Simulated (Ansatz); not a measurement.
Response to strain in HfC

The reference is HfC in the rock salt structure (space group Fm-3m, No. 225; a = 4.6071 Å; relaxed with 0.1 eV smearing). Axes: x, y, z lie along the cube axes.

Strains are applied to the cell and any free atomic positions relax.

Method: PBEsol/PAW in Ansatz (a program for electronic structure), no spin-orbit coupling.

Notes on the quantities. energy relative to the base: free energy F; pressure: mean of the normal stresses, compression positive.

| variant | energy relative to the base | pressure | volume per atom |
|---|---|---|---|
| base | 0 meV/atom | 0.0 GPa | 12.22 Å³ |
| uniaxial strain ε_zz = −3.00 % | +21 meV/atom | 8.5 GPa | 11.86 Å³ |
| uniaxial strain ε_zz = −2.50 % | … | 6.9 GPa | 11.92 Å³ |
| uniaxial strain ε_zz = −1.50 % | +4.9 meV/atom | 4.0 GPa | 12.04 Å³ |
| uniaxial strain ε_zz = −1.00 % | … | 2.6 GPa | 12.10 Å³ |
| uniaxial strain ε_zz = −0.50 % | +0.5 meV/atom | 1.3 GPa | 12.16 Å³ |
| uniaxial strain ε_zz = +0.50 % | +0.5 meV/atom | -1.2 GPa | 12.28 Å³ |
| uniaxial strain ε_zz = +1.50 % | +4.4 meV/atom | … | 12.41 Å³ |
| uniaxial strain ε_zz = +2.00 % | +7.7 meV/atom | -4.5 GPa | 12.47 Å³ |
| uniaxial strain ε_zz = +3.00 % | +17 meV/atom | -6.5 GPa | 12.59 Å³ |

### Question
Complete the table.

### Answer

- uniaxial strain ε_zz = −2.50 %, energy relative to the base: +14 meV/atom
- uniaxial strain ε_zz = −1.00 %, energy relative to the base: +2.1 meV/atom
- uniaxial strain ε_zz = +1.50 %, pressure: -3.5 GPa

Stability against distortions was not tested. The final runs are not spin-polarised.
